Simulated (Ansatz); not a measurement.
# Pressure series in CuAu

Consider CuAu (space group P4/mmm, No. 123; a = 2.8815 Å, c = 3.6148 Å).

Cell and atoms are relaxed at each pressure.

Level of theory: PBE, PAW, 420 eV (Ansatz, an electronic-structure program; no spin-orbit coupling).

| case | c/a ratio | lattice parameter a |
|---|---|---|
| base | 1.254 | 2.882 Å |
| pressure −2 GPa | 1.259 | 2.893 Å |
| pressure −1 GPa | 1.257 | 2.887 Å |
| pressure 3 GPa | 1.251 | 2.865 Å |
| pressure 7 GPa | 1.245 | 2.846 Å |
| pressure 15 GPa | 1.237 | 2.814 Å |
| pressure 30 GPa | 1.219 | 2.772 Å |
| pressure 50 GPa | 1.202 | 2.729 Å |
| pressure 75 GPa | 1.040 | 2.808 Å |
| pressure 100 GPa | 1.004 | 2.797 Å |

From pressure 75 GPa on, the axis ratios lie over 15 % from the base's, so the cell there is far from its starting form. Load acts through the strain it causes; cell and atoms are relaxed under it. Whether these cells are dynamically stable was not tested. Competing high-pressure phases were not computed. All final runs are without spin polarisation. Along this pressure series the structure jumps between pressure 50 GPa and pressure 75 GPa; cells beyond that are another form of it.
